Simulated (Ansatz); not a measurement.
The starting structures come from a database of crystals and need not be the phases stable at ambient conditions.

Tunnelling through a barrier is set by its complex band structure: the current falls as exp(−2κd) with the smallest κ.

Consider the following.

```
Cs2P3
1.0
    6.92887     0.00000     0.00000
    3.23606     8.31928     0.00000
   -0.45676     2.87288     6.28866
Cs P
4 6
Direct
  0.75000   0.50000   0.25000
  0.25000   0.50000   0.75000
  0.71398   0.00000   0.28602
  0.28602   0.00000   0.71398
  0.73307   0.14188   0.73307
  0.26693   0.85812   0.26693
  0.12505   0.14188   0.12505
  0.87495   0.85812   0.87495
  0.85748   0.28504   0.85748
  0.14252   0.71496   0.14252
```

Space group of this cell: Fmmm. The cell is taken as given.

Transport runs along the normal of the first two printed cell vectors.

The gap is the functional's own, uncorrected, and κ follows it; spin-orbit coupling is left out. Mid-gap values are interpolated between the computed energies.

Task: Predict the band gap and the smallest decay constant κ at mid-gap from Ansatz (a program for electronic structure) with r2SCAN.

Result: Gap 1.10 eV on a 6×6×6 mesh; κ = 0.249 1/Å, at (0.500, 0.000) of the in-plane reciprocal vectors. At the zone centre, at the nearest computed energy, the slowest state has κ = 0.27 1/Å.
